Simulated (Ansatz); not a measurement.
C (diamond start, 16-atom cell) (held in this type by symmetry, stable or not), space group Fd-3m.

```
CELL_PARAMETERS angstrom
      0.00000     3.57130     3.57130
      3.57130     0.00000     3.57130
      3.57130     3.57130     0.00000
ATOMIC_POSITIONS crystal
  C  0.37500 0.37500 0.37500
  C  0.37500 0.37500 0.87500
  C  0.37500 0.87500 0.37500
  C  0.37500 0.87500 0.87500
  C  0.87500 0.37500 0.37500
  C  0.87500 0.37500 0.87500
  C  0.87500 0.87500 0.37500
  C  0.87500 0.87500 0.87500
  C  0.25000 0.25000 0.25000
  C  0.25000 0.25000 0.75000
  C  0.25000 0.75000 0.25000
  C  0.25000 0.75000 0.75000
  C  0.75000 0.25000 0.25000
  C  0.75000 0.25000 0.75000
  C  0.75000 0.75000 0.25000
  C  0.75000 0.75000 0.75000
```

Computed with PBE (plane waves to 420 eV, PAW; Ansatz, a first-principles code). Scalar-relativistic, without spin–orbit coupling; PBE gaps are too small against experiment. Its k-point mesh 4×4×4, Fermi–Dirac width 0.01 eV.

Q: List the levels next to the gap at Γ of this cell's own (folded) zone, from the top of the valence band (the table ends after a fixed count of bands, which can cut a degenerate set).

A: 
| band | E − E_v (eV) |
|---|---|
| v3 | 0.000 |
| v2 | 0.000 |
| v1 | 0.000 |
| c1 | 4.759 |
| c2 | 4.759 |
| c3 | 4.759 |
| c4 | 4.759 |
